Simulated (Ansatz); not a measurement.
**BAs: energy against strain**

BAs (zinc blende, F-43m, 13.246 Å³/atom at rest) under an equal strain ε in the (111) plane with the normal axis free, as in a coherent film. LDA in Ansatz, a plane-wave DFT program (PAW, default set), 420 eV, 12×12×12 Γ-centred mesh, Fermi-Dirac smearing 0.05 eV; ions are relaxed within the symmetry of each cell.

Here s stands for strain and y for E less E0.

| strain (%) | E less E0 (meV/atom) |
|---|---|
| -1.25 | 5.16 |
| -0.83 | 2.25 |
| -0.42 | 0.57 |
| 0.00 | 0.00 |
| 0.42 | 0.56 |
| 0.83 | 2.17 |
| 1.25 | 4.86 |
| 2.50 | ? |

Fit y of the 7 rows that show it with a parabola. Least squares gives y = 0.000 - 0.0918·s + 3.2066·s². Residuals (row less fit): 0.035, -0.035, -0.034, 0.000, 0.033, 0.037, -0.036; standard error 0.043 (degrees of freedom: 4). Twice the quadratic coefficient over the volume, 2 × 3.2066 meV × 10⁴ × 0.1602 / 13.246 Å³, is twice the biaxial elastic modulus of this plane = 776 ± 7 GPa.

**Question.** Estimate the missing y (s = 2.50); what did the run itself give?

**Answer.** y = 0.000 - 0.0918 × 2.50 + 3.2066 × 2.50² = 19.812 meV/atom. The calculation gives 18.85 meV/atom, 0.962 meV/atom below the prediction (5.1 % of the range of y in the table). The row lies outside the fitted rows, so this is an extrapolation. From the scatter of the fitted rows alone, a prediction at this place has a standard error of 0.164 meV/atom, so the miss is 5.9 times that.

One order more, fitted to all 13 runs of the series, follows each within 0.01, so the miss is the next term of a smooth law. Rows are the converged runs of the series near zero and its far end; series whose fitted rows scatter by over a few per cent of the range, as at a crossing or softening among them, aren't shown in this form. Most that stay on the fit to the last digits aren't either.
